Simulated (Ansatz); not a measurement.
Start from CdS in the zinc blende structure (space group F-43m, No. 216; a = 5.824 Å). Axes: x, y, z lie along the cube axes.

Calculations: plane-wave PAW DFT at the PBEsol level (Ansatz, a quantum-chemistry and plane-wave program, 420 eV), no spin-orbit coupling.

Before the change:

* **Band gap**: 1.01 eV

Perturbation: compressive biaxial strain of 1.50 % in the plane normal to [001], as in epitaxy on a mismatched substrate; the out-of-plane cell vector and the atoms relax.

### Question
How does this affect the energy relative to the base, band gap, in-plane stress and ratio −ε⊥/ε∥?

### Answer
The energy grows by 1.7 meV/atom; the band gap decreases by 0.02 eV (1.01 eV → 0.99 eV); the mean in-plane stress (compression positive) amounts to +0.8 GPa; the ratio −ε⊥/ε∥ amounts to 1.45.

Whether these cells are dynamically stable was not tested.
